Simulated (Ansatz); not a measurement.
Hypothetical zinc blende BiB under a change: biaxial strain −0.71 %, plane normal [110], relaxed out of plane

The parent structure is BiB in the zinc blende structure (space group F-43m, No. 216; a = 5.490 Å; a hypothetical phase, not in the database extracts checked). Axes: x, y, z lie along the cube axes.

Modification: biaxial strain −0.71 %, plane normal [110], relaxed out of plane (Cartesian); in-plane vectors clamped, the third vector and the atoms free.

All numbers come from DFT with r2SCAN, PAW potentials and a 500 eV plane-wave cutoff in Ansatz (an electronic-structure program), no spin-orbit coupling. k-mesh 10×10×10 (Γ-centred); smearing 0.05 eV (Fermi–Dirac).

| quantity | base | changed | shift |
|---|---|---|---|
| volume per atom | 20.69 Å³ | 20.45 Å³ | -0.24 Å³ |
| space group | F-43m (No. 216) | Imm2 (No. 44) | – |
| shortest interatomic distance | 2.377 Å | 2.364 Å | -0.0135 Å |
| energy relative to the base (free energy F) | 0 meV/atom | +1.3 meV/atom | +1.3 meV/atom |
| pressure (mean of the normal stresses, compression positive) | 0.00 GPa | 0.96 GPa | +0.955 GPa |
| band gap | 0.39 eV | 0.45 eV | +0.06 eV |
| gap character | direct at Γ | direct at Γ | – |
| valence-band top at Γ (three highest levels, from the VBM) | 0.00, 0.00, 0.00 eV | 0.00, -0.01, -0.07 eV | – |
| out-of-plane strain | – | +0.27 % | – |
| mean in-plane stress (compression positive) | – | +1.4 GPa | – |

Spin-orbit coupling, missing from the scalar runs, can matter with Bi. Stability against distortions was not tested. k-point labels follow each cell's own Brillouin zone.
